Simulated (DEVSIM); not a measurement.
Structure: abrupt Si n-p junction, at 300 K.

Layer 1 from the left is Si, thickness (μm) 0.320, Nd (cm⁻³) 7.1e14, τn (s) 0.00018, τp (s) 0.00018. Layer 2 from the left is Si, thickness (μm) 5.40, Na (cm⁻³) 6.2e14, τn (s) 0.00018, τp (s) 0.00018.

Left contact: ohmic. Right contact: ohmic. Voltage is applied to the left contact. Recombination: SRH at mid-gap, radiative. Gap narrowing is on: ΔEg = 6.92 meV × (l + √(l² + 0.5)), l = ln(N/1.3e17 cm⁻³), shared equally by both band edges. Mobility is constant in doping.

Constants are typed, rounded textbook-type inputs, not results; the design itself was drawn at random and stands for no fabricated device. Values at 300 K.

Si: gap (eV) 1.124, affinity (eV) 4.05, permittivity 11.7, Nc (cm⁻³) 2.86e19, Nv (cm⁻³) 3.1e19, μn (cm²/Vs) 1417, μp (cm²/Vs) 470, B (cm³/s) 4.7e-15.

DEVSIM, 1D drift-diffusion, Boltzmann statistics, complete ionisation; no tunnelling, impact ionisation, image-force lowering or self-heating.

**Question.** What does the simulation give for the dark forward voltage at 1 A/cm², the largest field in the device at zero bias, the dark forward voltage at 100 A/cm², the potential step across the device at zero bias?

**Answer.** dark forward voltage at 1 A/cm² 0.469 V; largest field in the device at zero bias 8100 V/cm; dark forward voltage at 100 A/cm² 0.890 V; potential step across the device at zero bias 0.570 V.
